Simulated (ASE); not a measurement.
BeS (zinc blende), cell Be32S32, begun in the crystal structure [in the run: mean temperature 1570 K (target 1500 K); density 2.23 g/cm³, volume +6 % from the start crystal's]; MD at a mean temperature of 1570 K and a mean pressure of 0.1 GPa, 2.3 ps sampled (in preparation the cell's shape was held).

**Question.** What is the computed mean vibrational (phonon) frequency; list of vibrational (phonon) peaks (above a quarter of the tallest; of peaks within two resolution widths the taller alone) (the machine-learned potential CHGNet 0.3.0 in ASE)?

**Answer.** 
* **mean vibrational (phonon) frequency**: 9.7 THz
* **list of vibrational (phonon) peaks (above a quarter of the tallest; of peaks within two resolution widths the taller alone)**: 4.0, 6.3, 8.3, 11.3, 14.3 THz (resolution 0.9 THz)
